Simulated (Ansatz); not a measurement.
A hypothetical phase is included: elements placed on a structure type, which no database files for this compound.

By PBEsol, the system below comes out a metal.

The ballistic (Sharvin) conductance counts the channels at the Fermi level: G/A = (e²/h) × channels of both spins per area.

Consider the following.

```
TaAs
1.0
    3.17865     0.00000     0.00000
    0.00000     3.17865     0.00000
    0.00000     0.00000     3.17865
Ta As
1 1
Direct
  0.00000   0.00000   0.00000
  0.50000   0.50000   0.50000
```

The cell was relaxed by PBE-D3(BJ).

The current flows along the normal of the first two printed cell vectors, the (001) plane of the conventional cell. No spin-orbit coupling; the value is a mean over 0.1 eV about the Fermi level.

Predict the ballistic conductance per area from PBEsol in Ansatz (a quantum-chemistry and plane-wave program).

0.55 × 10¹⁵ S/m² for both spins.
